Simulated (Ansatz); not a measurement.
**Carrier properties of LiF under load (space group Fm-3m)**

```xyz
2
Lattice="0.0000 2.0153 2.0153 2.0153 0.0000 2.0153 2.0153 2.0153 0.0000" Properties=species:S:1:pos:R:3 pbc="T T T"
Li     0.0000     0.0000     0.0000
F      2.0153     2.0153     2.0153
```

All values below come from r2SCAN, rigid bands (plane waves, PAW, scalar-relativistic; Ansatz, an electronic-structure program). Condition of this run: hydrostatic pressure of -1.2 GPa (compression positive) (the target of the relaxation). How the cell was made: cell and atoms relaxed with PBEsol, then loaded as said.

| Property | Result |
|---|---|
| band gap | 10.04 eV |
| electron conductivity mass (300 K, dilute) | 0.88 mₑ |
| hole conductivity mass (300 K, dilute) | 3.7 mₑ |
| effective density of states N_c (300 K) | 2.1e19 cm⁻³ |
| effective density of states N_v (300 K) | 2.2e21 cm⁻³ |
| density-of-states mass, electrons | 0.87 mₑ |
| density-of-states mass, holes | 19.9 mₑ |
| Seebeck coefficient, n-type 1e19 cm⁻³, 300 K | -280 μV/K |
| best n-type power factor at 300 K for τ = 10 fs (best axis; densities from 1e16 to 1e21 cm⁻³ tried, whether or not they can be reached) | 3.8 μW/(cm·K²) at 1e20 cm⁻³ |
| Seebeck coefficient, p-type 1e19 cm⁻³, 300 K | 652 μV/K |

Rigid bands; masses and Seebeck coefficients take one relaxation time τ for all states and one kind of carrier; polarons and phonon drag are left out. Spin-orbit coupling is left out. Geometry: cell and atoms relaxed with PBEsol.
